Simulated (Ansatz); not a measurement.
# BAs: response to strain and stress

Take BAs in the zinc blende structure (space group F-43m, No. 216; a = 4.784 Å) as the base. Axes: x, y, z lie along the cube axes.

Strains are applied to the cell and any free atomic positions relax; under stress the whole cell relaxes.

Level of theory: Ansatz (a first-principles code), r2SCAN, PAW, cutoff 500 eV, no spin-orbit coupling.

Candidates:
(a) uniaxial stress, 2 GPa tension along z
(b) tensor shear ε_yz = +0.55 %
(c) strain tensor (xx, yy, zz, yz, xz, xy) = (+1.33, +0.18, +0.74, −0.59, +0.00, +0.59) %

Base values:

```
Item                  Result
-------------------  -------
Smallest direct gap  3.44 eV
```

Q: Order them by smallest direct gap, highest first.

A: (a) uniaxial stress, 2 GPa tension along z (3.38 eV), (b) tensor shear ε_yz = +0.55 % (3.31 eV), (c) strain tensor (xx, yy, zz, yz, xz, xy) = (+1.33, +0.18, +0.74, −0.59, +0.00, +0.59) % (3.16 eV)

Stability under load was not tested beyond the relaxation.
